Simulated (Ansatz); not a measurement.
Start from SbP in the rock salt structure (space group Fm-3m, No. 225; a = 5.634 Å; a hypothetical phase, not in the database extracts checked; relaxed with 0.1 eV smearing). Axes: x, y, z lie along the cube axes.

(Cell as relaxed with PBE.)

Levels (all Ansatz, a program for electronic structure, PAW): PBE (420 eV, spin-orbit coupling left out); r2SCAN (500 eV, no spin-orbit coupling).

Each level relaxes its own structure.

```tsv
base	PBE	r2SCAN
volume per atom	22.36 Å³	21.96 Å³
lattice parameter a	5.634 Å	5.600 Å
band gap	zero	zero
```

The change: tensile biaxial strain of 1.48 % in the plane normal to [001], as in epitaxy on a mismatched substrate; the out-of-plane cell vector and the atoms relax.

```tsv
quantity	PBE	r2SCAN
mean in-plane stress (compression positive)	-2.7 GPa	___
ratio −ε⊥/ε∥	0.22	___
```

### Question
Predict the r2SCAN column.

### Answer

- mean in-plane stress (compression positive), r2SCAN: -2.9 GPa
- ratio −ε⊥/ε∥, r2SCAN: 0.23

PBE's in-plane stress lies 0.2 GPa above r2SCAN's. Neither level is exact; r2SCAN is the comparison here, not a measurement.

No phonon test of stability was made. The final runs are not spin-polarised.
